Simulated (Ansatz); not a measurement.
# NbC (model structure, started from the WC type, P-6m2, No. 187, 2 atoms in the cell)

These are LDA in Ansatz (PAW) values and carry that method's errors.

Run with plane-wave cutoff 520 eV, 24×24×20 k mesh (along the axes of the cell as run), Fermi–Dirac smearing 0.05 eV, no spin polarisation, scalar-relativistic PAW data made under PBE.

Cell (relaxed at this level):

NbC is modelled in the hexagonal space group P-6m2 (No. 187), Pearson symbol hP2. Cell: a = b = 3.0096 Å, c = 2.8451 Å, α = β = 90.00°, γ = 120.00°. Nb on 1a sees 6 C at 2.246 Å and 2 Nb at 2.845 Å and 6 Nb at 3.010 Å. C on 1f sees 6 Nb at 2.246 Å (trigonal prismatic). (Neighbours: up to the widest gap in distance over summed covalent radii, below 1.35, at either atom; cation-cation and far metal-metal contacts left out.)

For NbC (model structure, started from the WC type, P-6m2, No. 187, 2 atoms in the cell), the bulk modulus B0 comes out as 296 GPa.

Note: the run has no spin polarisation, so it can have missed a magnetic state; the bulk modulus is −V dP/dV from two relaxed cells at ±2 % in volume; the relaxation could raise the start's symmetry but not lower it, so the cell can be a saddle point.

It cost around 2.7 core-minutes (rough) of CPU time.

A model structure was made by putting elements into a prototype or built by hand; it is no filed structure, need not be a known phase, and can be a saddle point held by its symmetry.

Ansatz is an electronic-structure program.
